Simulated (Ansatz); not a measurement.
## ZnS, response to strain

Base system: ZnS in the wurtzite structure (space group P6_3mc, No. 186; a = 3.807 Å, c = 6.246 Å). Axes: x lies along a and z along c of the hexagonal cell.

Strains are applied to the cell and any free atomic positions relax; under biaxial strain the out-of-plane vector relaxes too.

All numbers come from r2SCAN (Ansatz, a first-principles code, PAW, spin-orbit coupling left out), earlier PAW set.

Notes on the quantities. energy relative to the base: free energy F.

| case | volume per atom | energy relative to the base | band gap | width of the top valence band |
|---|---|---|---|---|
| base | 19.60 Å³ | 0 meV/atom | 2.77 eV | 2.18 eV |
| biaxial strain +2.28 %, plane normal [001], relaxed out of plane | (withheld) | – | 2.62 eV | 2.07 eV |
| isotropic strain −2.71 % | 18.05 Å³ | (withheld) | 3.17 eV | (withheld) |
| isotropic strain −2.62 % | 18.10 Å³ | +32 meV/atom | 3.16 eV | 2.47 eV |
| isotropic strain −1.24 % | 18.88 Å³ | +6.9 meV/atom | 2.95 eV | 2.31 eV |
| tensor shear ε_yz = −0.98 % | 19.60 Å³ | (withheld) | 2.75 eV | – |

Problem. What belongs in the blanks?

Solution. 
- biaxial strain +2.28 %, plane normal [001], relaxed out of plane, volume per atom: 20.24 Å³
- isotropic strain −2.71 %, energy relative to the base: +34 meV/atom
- isotropic strain −2.71 %, width of the top valence band: 2.48 eV
- tensor shear ε_yz = −0.98 %, energy relative to the base: +0.7 meV/atom

No phonon test of stability was made.
